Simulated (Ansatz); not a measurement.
Base system: GaSb in the zinc blende structure (space group F-43m, No. 216; a = 6.132 Å).

Level of theory: Ansatz (a program for electronic structure) r2SCAN, spin-orbit coupling left out.

For the base:

```
Item                                      Result
-------------------  ---------------------------
Hole mass            0.023, 0.26, 0.26 mₑ (at Γ)
Lattice parameter a                      6.132 Å
Band gap                                 0.41 eV
```

One thing is altered: a hydrostatic pressure of 1.8 GPa.

**Question.** Predict the new hole mass, lattice parameter a and band gap.

**Answer.** The hole mass (degenerate bands, along [100]) becomes 0.034, 0.25, 0.25 mₑ (at Γ) (base: 0.023, 0.26, 0.26 mₑ (at Γ)); the lattice parameter a decreases by 0.063 Å to 6.069 Å; the band gap goes up by 0.24 eV, from 0.41 eV to 0.65 eV.

Spin-orbit coupling, missing from the scalar runs, can matter with Sb. Load acts through the strain it causes; cell and atoms are relaxed under it. Masses are band curvatures over ±0.01 Å⁻¹ around the edge. Stability against distortions was not tested.
